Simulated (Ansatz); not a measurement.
The starting structures come from a database of crystals and need not be the phases stable at ambient conditions.

 Where the default PAW files enter, the runs use the earlier of Ansatz's two default sets.

Crystal: Be$_{3}$N$_{2}$ (P6_3/mmc, not sure to be the ambient phase, 10 atoms a cell, 6.8 Å³ an atom); planes in its conventional cell.

All values below come from r2SCAN (plane waves, PAW; Ansatz, a quantum-chemistry and plane-wave program).

The gap is the functional's own. No spin-orbit coupling. Mid-gap values are interpolated on the energy grid.

```tsv
plane	area of the cell (Å²)	mid-gap κ (1/Å)	largest κ in the gap (1/Å)
(100)	27.7	0.35	0.35
(001)	7.0	[?]	[?]
(111)	48.5	[?]	[?]
(110)	48.0	[?]	[?]
```

Problem. The slowest decay depends on the direction. Supply the withheld values.

Solution. 
- (001), mid-gap κ (1/Å): 0.28
- (001), largest κ in the gap (1/Å): 0.30
- (111), mid-gap κ (1/Å): 0.34
- (111), largest κ in the gap (1/Å): 0.34
- (110), mid-gap κ (1/Å): 0.34
- (110), largest κ in the gap (1/Å): 0.34
